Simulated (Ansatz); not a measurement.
## CsPbBr3, response to strain

Take CsPbBr$_{3}$ in the cubic perovskite structure (space group Pm-3m, No. 221; a = 5.770 Å) as the base. Axes: x, y, z lie along the cube axes.

Strains are applied to the cell and any free atomic positions relax; under biaxial strain the out-of-plane vector relaxes too.

Computed with LDA (Ansatz, a first-principles code; PAW; 420 eV plane waves; no spin-orbit coupling).

Candidates:
(a) biaxial strain +1.20 %, plane normal [001], relaxed out of plane
(b) biaxial strain +2.40 %, plane normal [001], relaxed out of plane
(c) biaxial strain +1.80 %, plane normal [001], relaxed out of plane
(d) biaxial strain +3.00 %, plane normal [001], relaxed out of plane
(e) biaxial strain +0.60 %, plane normal [001], relaxed out of plane

Task: Order them by out-of-plane strain, highest first.

Result: (e) biaxial strain +0.60 %, plane normal [001], relaxed out of plane (-0.14 %), (a) biaxial strain +1.20 %, plane normal [001], relaxed out of plane (-0.27 %), (c) biaxial strain +1.80 %, plane normal [001], relaxed out of plane (-0.40 %), (b) biaxial strain +2.40 %, plane normal [001], relaxed out of plane (-0.53 %), (d) biaxial strain +3.00 %, plane normal [001], relaxed out of plane (-0.65 %)

Whether these cells are dynamically stable was not tested. Many cubic perovskites are stable only at high temperature; tilts and polar distortions were not tested. This is not the structure that CsPbBr3 has at room temperature and ambient pressure.
